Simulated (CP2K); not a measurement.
**Converging shifted k-point meshes: Pb (Fm-3m, 1 atom in the cell)**

```
CELL_PARAMETERS angstrom
      3.48968     0.00000     0.00000
      1.74484     3.02215     0.00000
      1.74484     1.00738     2.84931
ATOMIC_POSITIONS crystal
  Pb 0.00000 0.00000 0.00000
```

Level of theory: PBE, GPW, DZVP-MOLOPT-SR-GTH basis, GTH-PBE potentials (GTH_POTENTIALS) in CP2K.

Base settings: CUTOFF = 400 Ry; REL_CUTOFF = 60 Ry; SMEAR/METHOD = GAUSSIAN; SIGMA = 0.1 eV; KPOINTS/SCHEME = MONKHORST-PACK 5 5 5; XC_FUNCTIONAL = PBE; Pb/BASIS_SET = DZVP-MOLOPT-SR-GTH-q4; Pb/POTENTIAL = GTH-PBE-q4; METHOD = GPW; EPS_DEFAULT = 1e-10.

Only quantities that move along the ladder and can be compared are tabulated.

The starting cell has typed, rounded lattice constants, without a prior relaxation at this level. Its lattice was rescaled by up to half a per cent. Values carry the incompleteness of an atom-centred basis. Without a gap this mesh is coarse (it stands for a supercell whose shortest vector is 17 Å).

Steps (KPOINTS/SCHEME): MONKHORST-PACK 2 2 2; MACDONALD 3 3 3 0.1666666667 0.1666666667 0.1666666667; MONKHORST-PACK 4 4 4; MACDONALD 5 5 5 0.1 0.1 0.1; MONKHORST-PACK 6 6 6; MACDONALD 7 7 7 0.07142857143 0.07142857143 0.07142857143; MONKHORST-PACK 8 8 8; MACDONALD 9 9 9 0.05555555556 0.05555555556 0.05555555556; MONKHORST-PACK 10 10 10; MACDONALD 11 11 11 0.04545454545 0.04545454545 0.04545454545; MONKHORST-PACK 12 12 12; MACDONALD 13 13 13 0.03846153846 0.03846153846 0.03846153846; MACDONALD 15 15 15 0.03333333333 0.03333333333 0.03333333333; MONKHORST-PACK 16 16 16; MONKHORST-PACK 18 18 18.

Question: What is the coarsest KPOINTS/SCHEME that holds the free energy within 5 meV/atom of the last step, with all finer ones?

Answer: MACDONALD 11 11 11 0.04545454545 0.04545454545 0.04545454545; the step before is off by 5.4 meV/atom.

Question: What is the coarsest KPOINTS/SCHEME that holds the pressure within 0.2 GPa of the last step, with all finer ones?

Answer: MONKHORST-PACK 10 10 10; the step before is off by 0.26 GPa.

```tsv
KPOINTS/SCHEME	free energy less the last step's (meV/atom)	pressure (GPa)
MONKHORST-PACK 2 2 2	370.60	6.12
MACDONALD 3 3 3 0.1666666667 0.1666666667 0.1666666667	218.01	4.67
MONKHORST-PACK 4 4 4	63.53	3.21
MACDONALD 5 5 5 0.1 0.1 0.1	22.49	3.49
MONKHORST-PACK 6 6 6	-3.98	3.26
MACDONALD 7 7 7 0.07142857143 0.07142857143 0.07142857143	-8.04	2.97
MONKHORST-PACK 8 8 8	1.56	2.92
MACDONALD 9 9 9 0.05555555556 0.05555555556 0.05555555556	9.97	2.83
MONKHORST-PACK 10 10 10	5.40	3.02
MACDONALD 11 11 11 0.04545454545 0.04545454545 0.04545454545	1.28	3.16
MONKHORST-PACK 12 12 12	-1.44	3.17
MACDONALD 13 13 13 0.03846153846 0.03846153846 0.03846153846	-1.77	3.14
MACDONALD 15 15 15 0.03333333333 0.03333333333 0.03333333333	1.71	3.01
MONKHORST-PACK 16 16 16	1.08	3.03
MONKHORST-PACK 18 18 18	0.00	3.08
```
